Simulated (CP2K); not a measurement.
Band structure of InSe (C2/m, 4 atoms in the cell).

```xyz
4
Lattice="6.1781 0.0000 0.0000 4.8114 3.8754 0.0000 -1.6251 -0.5731 4.7714" Properties=species:S:1:pos:R:3 pbc="T T T"
In    -0.3204    -0.1130     4.5479
In     9.6847     3.4153     0.2235
Se     3.1882     1.1243     1.5795
Se     6.1761     2.1780     3.1918
```

Level of theory: PBEsol, GPW, DZVP-MOLOPT-SR-GTH basis, GTH-PBE potentials (GTH_POTENTIALS) (CP2K).

Settings: CUTOFF = 500 Ry; REL_CUTOFF = 40 Ry; KPOINTS/SCHEME = MONKHORST-PACK 5 5 4; GAMMA_CENTERED = T; XC_FUNCTIONAL = PBE:PBESOL; In/BASIS_SET = DZVP-MOLOPT-SR-GTH-q13; In/POTENTIAL = GTH-PBE-q13; Se/BASIS_SET = DZVP-MOLOPT-SR-GTH-q6; Se/POTENTIAL = GTH-PBE-q6; METHOD = GPW; EPS_DEFAULT = 1e-11; EXTRAPOLATION = USE_GUESS; NGRIDS = 5; SCF_GUESS = ATOMIC.

The starting cell comes from a database of computed structures (which also holds hypothetical and non-ambient phases and stackings), without a prior relaxation at this level. Values carry the incompleteness of an atom-centred basis. The potentials were made for another functional than the one used.

Q: Predict the gap along the standard path and the places of the band edges.

A: The gap along the path is 1.03 eV, from a point between Γ and Z|N to Y|L; the smallest direct gap on it is 1.27 eV.

Levels in eV from the top of the valence band on the SCF mesh, bands 16 to 20:
| point | 16 | 17 | 18 | 19 | 20 |
|---|---|---|---|---|---|
| X | -2.21 | -1.83 | -1.59 | -1.22 | 1.57 |
| Γ | -2.29 | -2.01 | -1.39 | -1.16 | 2.66 |

Higher empty bands are left out: an atom-centred basis made for the valence describes them poorly.
